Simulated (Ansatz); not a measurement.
rock-salt TiN (1 1 0) on zinc-blende InP (1 1 0) (film strained to the substrate, faces as cut)

A periodic stack without vacuum, rock-salt TiN (1 1 0) on zinc-blende InP (1 1 0) (film strained to the substrate, faces as cut): substrate slab In8P8, film N12Ti12, surface cells [[0, -1], [1, -1]] and [[1, 0], [1, 2]], film strained by -0.8 and -0.8 %, faces InP/InP and NTi/NTi as cut (like faces can put a slab off its formula).

The start was prepared with a machine-learned potential, and the result is one local minimum, with the in-plane cell held and forces under 0.04 eV/Å; the film can end far from its bulk form.

These are PBE (plane waves to 420 eV, PAW; Ansatz, a quantum-chemistry and plane-wave program) values and carry that method's errors. No spin–orbit coupling; the runs are not spin-polarised; PBE gaps are too small against experiment. Its k-point mesh 8×5×1, Fermi–Dirac width 0.05 eV.

The interface area is 25.1 Å² and the period is 26.55 Å. The gaps between the outermost planes at the two interfaces comes out as 2.09 and 2.09 Å and the In–Ti contacts across the interfaces within 1.22 times the sum of covalent radii comes out as 4, mean 3.18 Å. The P–Ti contacts across the interfaces within 1.22 times the sum of covalent radii is 4, mean 2.64 Å and the In–N contacts across the interfaces within 1.22 times the sum of covalent radii is 2, mean 2.27 Å. The estimate of the barrier comes out as withheld, since the Fermi level falls at or inside a band of the host, which a slab this thin can't settle.

```yaml
crystal:
  lattice:
    - [4.21422, 0.00031, -0.05602]
    - [4.21543, 5.95750, 0.16087]
    - [0.33579, 0.49636, 26.58268]
  atoms:
    - { symbol: In, position: [0.40394, 0.09488, 0.11774] }
    - { symbol: In, position: [0.40732, 0.58944, 0.04178] }
    - { symbol: In, position: [0.43680, 0.05993, 0.27594] }
    - { symbol: In, position: [0.41703, 0.57977, 0.19592] }
    - { symbol: In, position: [0.47618, 0.02068, 0.43468] }
    - { symbol: In, position: [0.45601, 0.54063, 0.35469] }
    - { symbol: In, position: [0.54273, 0.95398, 0.58889] }
    - { symbol: In, position: [0.50224, 0.49695, 0.51289] }
    - { symbol: P, position: [0.15119, 0.34536, 0.03569] }
    - { symbol: P, position: [0.15041, 0.84786, 0.11580] }
    - { symbol: P, position: [0.16753, 0.32926, 0.19644] }
    - { symbol: P, position: [0.18648, 0.81016, 0.27531] }
    - { symbol: P, position: [0.20617, 0.29043, 0.35534] }
    - { symbol: P, position: [0.22639, 0.77049, 0.43424] }
    - { symbol: P, position: [0.24966, 0.24899, 0.51487] }
    - { symbol: P, position: [0.29049, 0.70615, 0.59506] }
    - { symbol: N, position: [0.52524, 0.97231, 0.67396] }
    - { symbol: N, position: [0.03311, 0.46466, 0.67704] }
    - { symbol: N, position: [0.29555, 0.70201, 0.72937] }
    - { symbol: N, position: [0.79634, 0.20129, 0.72945] }
    - { symbol: N, position: [0.05923, 0.43841, 0.78717] }
    - { symbol: N, position: [0.55868, 0.93896, 0.78732] }
    - { symbol: N, position: [0.82226, 0.17528, 0.84297] }
    - { symbol: N, position: [0.32306, 0.67458, 0.84355] }
    - { symbol: N, position: [0.58841, 0.90917, 0.90111] }
    - { symbol: N, position: [0.08806, 0.40949, 0.90115] }
    - { symbol: N, position: [0.34565, 0.65186, 0.95682] }
    - { symbol: N, position: [0.85052, 0.14736, 0.95327] }
    - { symbol: Ti, position: [0.79609, 0.70142, 0.72810] }
    - { symbol: Ti, position: [0.28940, 0.20827, 0.72762] }
    - { symbol: Ti, position: [0.03828, 0.95993, 0.67825] }
    - { symbol: Ti, position: [0.52458, 0.47221, 0.67742] }
    - { symbol: Ti, position: [0.32464, 0.17295, 0.84511] }
    - { symbol: Ti, position: [0.82521, 0.67234, 0.84433] }
    - { symbol: Ti, position: [0.55882, 0.43890, 0.78558] }
    - { symbol: Ti, position: [0.06166, 0.93589, 0.78596] }
    - { symbol: Ti, position: [0.85581, 0.64269, 0.95214] }
    - { symbol: Ti, position: [0.34287, 0.15390, 0.95316] }
    - { symbol: Ti, position: [0.08386, 0.91374, 0.90326] }
    - { symbol: Ti, position: [0.58922, 0.40839, 0.90219] }
```
